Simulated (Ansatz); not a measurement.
Reference: ZrAl3 (Pm-3m), PBEsol, DFPT electron-phonon coupling, linearised Boltzmann equation (plane waves, PAW, scalar-relativistic; Ansatz, a quantum-chemistry and plane-wave program); geometry: relaxed with this functional, without spin-orbit coupling.

```cif
data_Al3Zr
_chemical_formula_sum 'Zr1 Al3'
_space_group_name_H-M_alt 'Pm-3m'
_space_group_IT_number 221
_space_group_name_Hall '-P 4 2 3'
_cell_length_a 4.07142
_cell_length_b 4.07142
_cell_length_c 4.07142
_cell_angle_alpha 90.000
_cell_angle_beta 90.000
_cell_angle_gamma 90.000
loop_
_atom_site_label
_atom_site_type_symbol
_atom_site_symmetry_multiplicity
_atom_site_Wyckoff_symbol
_atom_site_fract_x
_atom_site_fract_y
_atom_site_fract_z
_atom_site_occupancy
Zr1 Zr 1 a 0.00000 0.00000 0.00000 1
Al1 Al 3 c 0.00000 0.50000 0.50000 1
```

| Property | Value |
|---|---|
| resistivity at 300 K | 9.5 μΩ·cm |
| mean free path at 300 K | 10.7 nm |
| electron-phonon coupling λ | 0.37 |
| logarithmic mean phonon energy | 24 meV |

Question: Swap Zr for Ti, keeping the structure type. How do these values move?

Answer: TiAl3 (Pm-3m): volume per atom 16.9 to 15.4 Å³; resistivity at 300 K rises (9.5 μΩ·cm to 11.4 μΩ·cm); mean free path at 300 K stays about the same (10.7 nm to 9.0 nm); electron-phonon coupling λ stays about the same (0.37 to 0.33); logarithmic mean phonon energy stays about the same (24 meV to 27 meV).

Question: Swap Zr for Sc, keeping the structure type. How do these values move?

Answer: ScAl3 (Pm-3m): volume per atom 16.9 to 16.9 Å³; resistivity at 300 K falls (9.5 μΩ·cm to 6.4 μΩ·cm); mean free path at 300 K rises (10.7 nm to 22 nm); electron-phonon coupling λ falls (0.37 to 0.196); logarithmic mean phonon energy rises (24 meV to 29 meV).

Question: Swap Al for Rh, keeping the structure type. How do these values move?

Answer: ZrRh3 (Pm-3m): volume per atom 16.9 to 14.9 Å³; resistivity at 300 K rises (9.5 μΩ·cm to 11.5 μΩ·cm); mean free path at 300 K falls (10.7 nm to 7.5 nm); electron-phonon coupling λ stays about the same (0.37 to 0.39); logarithmic mean phonon energy falls (24 meV to 19.1 meV).

Moves up to 16 % count as about the same. Metals; harmonic phonons alone scatter; means over directions. The mean free path is weighted by the current that each state carries. Halving the electron mesh moves these values by up to 11 %; q meshes are mostly untested. Spin-orbit coupling is left out.

Formula and space group known from diffraction (Crystallography Open Database), not checked to be the room-temperature form: ZrRh3 (Pm-3m). Computed structure with no diffraction record at hand here (it may be known, metastable or hypothetical): ScAl3 (Pm-3m), TiAl3 (Pm-3m), ZrAl3 (Pm-3m).
